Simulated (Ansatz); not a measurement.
# Pressure series in KF

Base system: KF in the rock salt structure (space group Fm-3m, No. 225).

```
KF
1.0
    0.00000     2.65916     2.65916
    2.65916     0.00000     2.65916
    2.65916     2.65916     0.00000
F K
1 1
Direct
  0.00000   0.00000   0.00000
  0.50000   0.50000   0.50000
```

Cell and atoms are relaxed at each pressure.

Computed with r2SCAN, PAW, 500 eV (Ansatz, a quantum-chemistry and plane-wave program; no spin-orbit coupling).

Candidates:
(a) pressure −2 GPa
(b) pressure 22.5 GPa
(c) pressure 0.9 GPa
(d) pressure −1 GPa
(e) pressure 30 GPa

Before the change:

- Band gap = 6.91 eV

Task: Order them by band gap, lowest first.

Result: (a) pressure −2 GPa (6.56 eV), (d) pressure −1 GPa (6.74 eV), (c) pressure 0.9 GPa (7.04 eV), (e) pressure 30 GPa (8.50 eV), (b) pressure 22.5 GPa (8.65 eV)

Load acts through the strain it causes; cell and atoms are relaxed under it. Whether these cells are dynamically stable was not tested. Competing high-pressure phases were not computed.
